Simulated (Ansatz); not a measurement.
Tunnelling through a barrier is set by its complex band structure: the current falls as exp(−2κd) with the smallest κ.

Here is the system:

```yaml
crystal:
  lattice:
    - [3.90044, 0.00000, 0.00000]
    - [0.00000, 5.51605, 0.00000]
    - [1.95022, 2.75802, 1.95022]
  atoms:
    - { symbol: Ca, position: [0.00000, 0.00000, 0.00000] }
    - { symbol: F, position: [0.50000, 0.75000, 0.00000] }
    - { symbol: F, position: [0.50000, 0.25000, 0.00000] }
```

The cell is taken as given; by r2SCAN it stands under a pressure of -3.4 GPa.

Transport runs along the normal of the first two printed cell vectors, the (110) plane of the conventional cell.

The gap is the functional's own. No spin-orbit coupling. Mid-gap values are those at the computed energy nearest the middle.

Problem. Predict the band gap and the smallest decay constant κ at mid-gap from r2SCAN in Ansatz (an electronic-structure program).

Solution. Gap 7.78 eV on a 16×16×16 mesh; κ = 0.563 1/Å, at the zone centre.
